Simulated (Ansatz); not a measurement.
End structure of the (221) surface of fcc Ag in its 1x1 cell, outermost plane spacing 0.69 Å in the ideal cut:

```xyz
16
Lattice="2.9334 0.0000 0.0000 0.0000 8.8001 0.0000 0.0000 0.0000 26.5000" Properties=species:S:1:pos:R:3 pbc="T T T"
Ag     1.4667     6.3123     8.1819
Ag     0.0000     3.9011     8.7748
Ag     1.4667     1.4954     9.4322
Ag     0.0000     7.8931    10.0858
Ag     1.4667     5.4083    10.8660
Ag     0.0000     2.9335    11.5194
Ag     1.4667     0.4880    12.2114
Ag     0.0000     6.8615    12.9097
Ag     1.4667     4.3831    13.5903
Ag     0.0000     1.9565    14.2886
Ag     1.4667     8.3112    14.9806
Ag     0.0000     5.8363    15.6340
Ag     1.4667     3.3516    16.4142
Ag     0.0000     0.9491    17.0678
Ag     1.4667     7.3436    17.7252
Ag     0.0000     4.9323    18.3181
```

Set-up: 16 atoms, 10.4 Å thick at the start (thin: gaps and levels are the slab's own); mesh 13x5x1; 0.1 eV smearing; dipole correction on; single point; on the structure that PBE left under its start's symmetry; no spin, no spin-orbit, no U.

Give the work function of the top face at the level r2SCAN, at the PBE geometry run with Ansatz (a quantum-chemistry and plane-wave program).

4.23 eV

Give the surface energy (mean of both faces) at the level r2SCAN, at the PBE geometry.

1.02 J/m²
